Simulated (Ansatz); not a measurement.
The starting structures come from a database of crystals and need not be the phases stable at ambient conditions.

The decay constant κ of evanescent states in the gap governs leakage through a thin film.

Data:

```yaml
crystal:
  lattice:
    - [5.17526, 0.00000, 0.00000]
    - [0.00000, 7.31892, 0.00000]
    - [0.00000, 3.65946, 3.65946]
  atoms:
    - { symbol: Sn, position: [0.50000, 0.00000, 0.50000] }
    - { symbol: Sn, position: [0.00000, 0.50000, 0.00000] }
    - { symbol: Sn, position: [0.50000, 0.50000, 0.50000] }
    - { symbol: Sn, position: [0.00000, 0.00000, 0.00000] }
    - { symbol: O, position: [0.16110, 0.66110, 0.50000] }
    - { symbol: O, position: [0.83890, 0.33890, 0.50000] }
    - { symbol: O, position: [0.66110, 0.83890, 0.00000] }
    - { symbol: O, position: [0.33890, 0.16110, 0.00000] }
    - { symbol: O, position: [0.83890, 0.16110, 0.17780] }
    - { symbol: O, position: [0.16110, 0.83890, 0.82220] }
    - { symbol: O, position: [0.33890, 0.33890, 0.32220] }
    - { symbol: O, position: [0.66110, 0.66110, 0.67780] }
```

Space group of this cell: Pa-3. The cell is taken as given; by PBEsol its mean pressure is -7.2 GPa.

Transport runs along the normal of the first two printed cell vectors, the (110) plane of the conventional cell.

The gap is the functional's own, uncorrected, and κ follows it; spin-orbit coupling is left out. Mid-gap values are interpolated between the computed energies.

**Question.** Give the band gap and the smallest decay constant κ at mid-gap that PBEsol in Ansatz (a quantum-chemistry and plane-wave program) yields.

**Answer.** Gap 0.49 eV on a 8×8×8 mesh; κ = 0.065 1/Å, at the zone centre.
